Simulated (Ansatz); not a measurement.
Pressure series in SiC

Base system: SiC (space group P6_3mc, No. 186).

```
SiC
1.0
    3.07776     0.00000     0.00000
   -1.53888     2.66542     0.00000
    0.00000     0.00000    10.07734
Si C
4 4
Cartesian
  0.00000   0.00000   0.00303
  0.00000   0.00000   5.04170
  1.53888   0.88847   7.56047
  0.00000   1.77694   2.52180
  0.00000   0.00000   8.19159
  0.00000   0.00000   3.15292
  1.53888   0.88847   5.66561
  0.00000   1.77694   0.62694
```

Cell and atoms are relaxed at each pressure.

All numbers come from Kohn–Sham DFT with the r2SCAN functional, run in Ansatz (a first-principles code) with PAW and 500 eV plane waves, no spin-orbit coupling, earlier PAW set.

Notes on the quantities. enthalpy: H = E + PV relative to the base's energy.

```tsv
case	shortest interatomic distance	band gap	enthalpy
base	188.3 pm	2.60 eV	–
pressure −2 GPa	188.9 pm	2.59 eV	-0.13 eV/atom
pressure −1 GPa	188.6 pm	2.59 eV	-0.06 eV/atom
pressure 0.9 GPa	188.1 pm	2.60 eV	+0.06 eV/atom
pressure 2.1 GPa	187.8 pm	2.60 eV	+0.13 eV/atom
pressure 4.5 GPa	187.1 pm	2.60 eV	+0.29 eV/atom
pressure 9 GPa	186.0 pm	2.61 eV	+0.57 eV/atom
pressure 15 GPa	184.7 pm	2.62 eV	+0.94 eV/atom
pressure 22.5 GPa	183.1 pm	2.63 eV	+1.39 eV/atom
pressure 30 GPa	181.7 pm	2.64 eV	+1.83 eV/atom
```

Load acts through the strain it causes; cell and atoms are relaxed under it. No phonon test of stability was made. Competing high-pressure phases were not computed.
